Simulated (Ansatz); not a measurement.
Consider CaO in the rock salt structure (space group Fm-3m, No. 225; a = 4.795 Å). Axes: x, y, z lie along the cube axes.

Level of theory: DFT with r2SCAN, PAW potentials and a 500 eV plane-wave cutoff in Ansatz (a quantum-chemistry and plane-wave program), no spin-orbit coupling.

Free-standing slabs (2 atom(s) a layer) normal to the z axis with 15 Å of vacuum; in-plane cell held at bulk.

One change was made to it. Results:

```tsv
quantity	base	after
band gap	4.20 eV	2.66 eV
gap character	–	direct at Γ
valence-band top at Γ (three highest levels, from the VBM)	0.00, 0.00, 0.00 eV	0.00, 0.00, -0.84 eV
```

### Question
Which change produced these results?
A) 4 layers
B) 6 layers
C) 1 layer

### Answer
C, 1 layer. For comparison, the band gap in the other runs: 6 layers gives 3.47 eV; 4 layers gives 3.41 eV.

No phonon test of stability was made. k-point labels follow each cell's own Brillouin zone.
